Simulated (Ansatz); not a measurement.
Input and output of a self-consistent single point for the (110) slab of AlAu (cut from a parent of space group no. 221; 10 atoms in the cell) (Ansatz, a program for electronic structure)

Level of theory: LDA (PW92), default PAW files made with PBE (plane waves; Ansatz).

This input was run:

Ansatz 0.2 input:
```yaml
crystal:
  lattice:
    - [3.214268, 0.000000, 0.000000]
    - [0.000000, 4.545661, 0.000000]
    - [0.000000, 0.000000, 23.091322]
  atoms:
    - { symbol: Al, position: [0.000000, 0.000000, 0.303144] }
    - { symbol: Au, position: [0.500000, 0.500000, 0.303144] }
    - { symbol: Al, position: [0.000000, 0.500000, 0.401575] }
    - { symbol: Au, position: [0.500000, 0.000000, 0.401575] }
    - { symbol: Al, position: [0.000000, 0.000000, 0.500002] }
    - { symbol: Au, position: [0.500000, 0.500000, 0.500002] }
    - { symbol: Al, position: [0.000000, 0.500000, 0.598429] }
    - { symbol: Au, position: [0.500000, 0.000000, 0.598429] }
    - { symbol: Al, position: [0.000000, 0.000000, 0.696856] }
    - { symbol: Au, position: [0.500000, 0.500000, 0.696856] }
basis:
  ecutwfc: 420.0
kpoints:
  mp_grid: { grid: [7, 5, 1] }
hamiltonian:
  xc: lda
  pseudopotentials: { kind: paw }
scf:
  occupations: { method: gaussian, width: 0.1 }
output:
  forces: true
  eigenvalues: true
  stress: true
```

Output, abridged:

```
WARN the atoms were moved onto the symmetric positions of the space group found under crystal.symmetry.tolerance 1.0e-5 (fractional …
WARN ansatz: RAYON_NUM_THREADS=1 ignored (pool sized by the plan → 1); use --threads N
Pseudopotentials: kind: paw
Pseudopotential: Al, paw, valence charge 3
Pseudopotential: Au, paw, valence charge 19
Crystal: 10 atoms, lattice volume = 337.387 Å³
Basis set: ecut = 420 eV, 6645 PW (Γ)
Bands: 66, of which v1, the nominal top of the filled ones, is band 55 counted from 1 (54 counted from 0)
Symmetry: 8 space group operations
Space group: Pmmm (ITA 47), of the structure as read, at distance tolerance 7.0e-5 Å
k-points: 12 of 35
PAW frozen core: Al, regenerated for the run's functional, and the local potential with it
PAW frozen core: Au, regenerated for the run's functional, and the local potential with it
Initial density: superposition of atomic densities (neutral atoms: chi_scale 0, normalization atom), corrected by the library's trained network
Initial wavefunctions: pseudopotential atomic-orbital guess
Eigensolver: davidson
Functional: x = slater, c = lda
SCF iter   1: F=—  HF=-66890.396657 eV  |F-HF|=—  |Δ(HF+E_count)|=         —  Δρ=3.82e-3  dr2=3.60e-2  ethr=1.77e-3  ⟨swp⟩=10.2  Hψ=3937  notcnv=0  defer=2
all-band conjugate gradients solve this SCF's bands
preconditioner: auto → LDOS
SCF iter   2: F=—  HF=-66890.403972 eV  |F-HF|=—  |Δ(HF+E_count)|=   7.31e-3  Δρ=8.65e-4  dr2=4.11e-3  ethr=3.27e-5  ⟨swp⟩=2.5  Hψ=1578  notcnv=0  defer=14
SCF iter   3: F=—  HF=-66890.403718 eV  |F-HF|=—  |Δ(HF+E_count)|=   2.53e-4  Δρ=6.63e-4  dr2=2.89e-3  ethr=3.73e-6  ⟨swp⟩=2.9  Hψ=1548  notcnv=0  defer=14
SCF iter   4: F=—  HF=-66890.403056 eV  |F-HF|=—  |Δ(HF+E_count)|=   6.63e-4  Δρ=1.22e-4  dr2=9.01e-5  ethr=2.62e-6  ⟨swp⟩=2.3  Hψ=1186  notcnv=0  defer=14
SCF iter   5: F=—  HF=-66890.402983 eV  |F-HF|=—  |Δ(HF+E_count)|=   7.25e-5  Δρ=4.64e-5  dr2=1.56e-5  ethr=8.19e-8  ⟨swp⟩=3.1  Hψ=1549  notcnv=0  defer=14
SCF iter   6: F=—  HF=-66890.402981 eV  |F-HF|=—  |Δ(HF+E_count)|=   1.60e-6  Δρ=1.10e-5  dr2=9.35e-7  ethr=1.41e-8  ⟨swp⟩=2.2  Hψ=1157  notcnv=0  defer=14
SCF iter   7: F=-66890.402982 eV  HF=-66890.402982 eV  |F-HF|=4.90e-8  |Δ(HF+E_count)|=   1.13e-7  Δρ=3.89e-6  dr2=9.34e-8  ethr=9.09e-11  ⟨swp⟩=13.8  Hψ=4640  notcnv=0
SCF 1 converged in 7 iterations: F = -66890.402982 eV  dr2 = 9.34e-8
SCF converged after 7 iterations
Free energy (F): -66890.402982 eV
Harris-Foulkes:  -66890.402982 eV  (|F-HF|=4.90e-8)
Internal energy: -66890.376326 eV  (E = F + TS)
E sigma→0 (E₀):  -66890.389654 eV
Entropy (-TS):   -0.026656 eV (-2.666 meV/atom)
Fermi energy:    4.848680 eV
--- Per-component energies (eV) ---
  E_band       = -2614.390359
  E_kinetic    = 3132.093411
  E_local      = -88678.328511  (includes V_loc(G=0)·N_el)
  E_nonlocal   = 445.893196
  E_hartree    = 42927.986267
  E_xc         = -1329.516080
  E_vxc        = -1521.033263  (∫ρ·V_xc dr)
  E_paw        = -49326.906062  (= ΣΔE_a)
  E_vpaw       = -1848.932248  (= ΣTr[D̂ρ^β])
  E_aug_tail   = 0.006411  (compensation charges beyond the density's cutoff)
  E_ewald      = 25935.502872
  E_core_change = 2.892171  (= ΣΔE_core)
  E_smearing   = -0.026656  (= −TS)
  E_closure    = 0.000000  (closes the sum)
  Σ components = -66890.402982   (vs F -66890.402982, Δ=0.00e0)
--- Forces (eV/Å), atoms counted from 1 ---
  atom   1  Al     0.00000000     0.00000000     0.07639669
  atom   2  Au     0.00000000     0.00000000     0.43595211
  atom   3  Al     0.00000000     0.00000000    -0.18146338
  atom   4  Au     0.00000000     0.00000000     0.08225017
  atom   5  Al     0.00000000     0.00000000     0.00000000
  atom   6  Au     0.00000000     0.00000000     0.00000000
  atom   7  Al     0.00000000     0.00000000     0.18146338
  atom   8  Au     0.00000000     0.00000000    -0.08225017
  atom   9  Al     0.00000000     0.00000000    -0.07639669
  atom  10  Au     0.00000000     0.00000000    -0.43595211
  max |Σ_I F_I| component: 5.55e-17 eV/Å
--- Stress (GPa, compression-positive) ---
       -5.999971       0.000000       0.000000
        0.000000      -7.772825       0.000000
        0.000000       0.000000      -1.997790
  P = ⅓ Tr σ = -5.2569 GPa (-52.569 kbar)
  The stress holds the Pulay correction. Without it, at fixed plane waves, as pw.x and ABINIT print it: P = -5.2790 GPa
--- Band table (eV; the first three rows and the last of 12) ---
  k-point 0: bands = ["-101.9543", "-101.9312", "-101.9312", "-101.3400", "-101.3400", "-53.2672", "-53.2544", "-53.2440", "-53.2397", "-53.2382", "-53.2210", "-53.2180", "-53.2179", "-53.2179", "-52.7116", "-52.7116", "-52.6299", "-52.6299", [...]
  k-point 1: bands = ["-101.9543", "-101.9312", "-101.9312", "-101.3400", "-101.3400", "-53.2669", "-53.2569", "-53.2413", "-53.2406", "-53.2382", "-53.2198", "-53.2188", "-53.2180", "-53.2179", "-52.7117", "-52.7117", "-52.6299", "-52.6299", [...]
  k-point 2: bands = ["-101.9543", "-101.9312", "-101.9312", "-101.3400", "-101.3400", "-53.2663", "-53.2597", "-53.2438", "-53.2381", "-53.2363", "-53.2206", "-53.2182", "-53.2180", "-53.2180", "-52.7118", "-52.7118", "-52.6299", "-52.6299", [...]
  k-point 11: bands = ["-101.9537", "-101.9305", "-101.9305", "-101.3394", "-101.3394", "-53.2671", "-53.2638", "-53.2572", "-53.2470", "-53.2469", "-53.2414", "-53.2340", "-53.2182", "-53.2159", "-52.7094", "-52.7094", "-52.6585", "-52.6585", [...]
```

The run converged in 7 iterations.

The starting cell comes from a database of computed structures (which also holds hypothetical and non-ambient phases and stackings), without a prior relaxation at this level. The slab is cut from that crystal, and its faces are unrelaxed. Its lattice was rescaled by up to half a per cent. Spin-orbit coupling is off.
